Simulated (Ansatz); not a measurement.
The (10-10) face of bulk 2H MoTe2 can be cut between different planes. Symmetric, stoichiometric slabs relaxed in the 1x1 cell (47.9 Å²): top plane Mo + 2 Te, 1.01 Å over the next in the ideal cut; top plane Mo + 2 Te, 2.02 Å over the next in the ideal cut.

These are PBE with D3(BJ) dispersion (plane waves to 420 eV, PAW; Ansatz, a first-principles code) values and carry that method's errors.

Task: Put the candidates in order of surface energy, lowest first, for PBE with D3(BJ) dispersion.

Result: the cut with an outer spacing of 1.01 Å (1.36 J/m²), the cut with an outer spacing of 2.02 Å (2.09 J/m²; 2 Te–Te bonds formed)
